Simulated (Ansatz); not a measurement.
Consider a 16-atom cell of (Ru,Re) started in the hexagonal close-packed structure, site fractions Ru 0.750, Re 0.250, short-range order -0.06 in the first shell of the mixed sites (0 is random, a negative value favours unlike neighbours), space group P1 at the end. Its start:

```
CELL_PARAMETERS angstrom
      0.00025    -4.75749    -4.36410
     -0.00100     4.75554    -4.36196
      5.49228     0.00026     4.36350
ATOMIC_POSITIONS crystal
  Ru 0.58607 0.41530 0.25075
  Ru 0.20806 0.54412 0.99697
  Ru 0.70769 0.04336 0.00505
  Ru 0.32786 0.16381 0.74807
  Ru 0.45650 0.79170 0.49776
  Re 0.95763 0.29180 0.49880
  Ru 0.08335 0.91728 0.25131
  Ru 0.83779 0.66593 0.74863
  Ru 0.54297 0.20461 0.49520
  Ru 0.16490 0.33327 0.25110
  Re 0.66673 0.83592 0.25166
  Re 0.29213 0.95720 0.99921
  Ru 0.41464 0.58641 0.75222
  Ru 0.91721 0.08039 0.74607
  Re 0.04238 0.70595 0.49987
  Ru 0.79408 0.46294 0.00733
```

The mixing enthalpy is taken against the end members in the hexagonal close-packed type (which need not be the stable form of Ru and Re), relaxed in the same cell and mesh.

These are PBE (plane waves to 420 eV, PAW; Ansatz, an electronic-structure program) values and carry that method's errors. Scalar-relativistic, without spin–orbit coupling; the runs are not spin-polarised. Its k-point mesh 6×6×6, Fermi–Dirac width 0.05 eV.

```
end member  weight  volume per atom (Å³)
----------  ------  --------------------
Ru           0.750                 13.77
Re           0.250                 14.95
```

Task: Predict the alloy's volume, bond lengths and mixing enthalpy.

Result: 
```
Quantity                                                                                                Value
----------------------------------------------------------  -------------------------------------------------
volume per atom                                                                                      14.05 Å³
Ru–Ru bonds                                                      2.710 Å on average, from 2.670 to 2.765 (53)
Re–Ru bonds                                                      2.705 Å on average, from 2.663 to 2.752 (38)
Re–Re bonds                                                       2.718 Å on average, from 2.690 to 2.754 (5)
mixing enthalpy per site of the mixed sublattice                                                      -51 meV
departure of the mean lattice parameter from Vegard's line  under 0.15 %, inside the noise of the relaxations
```
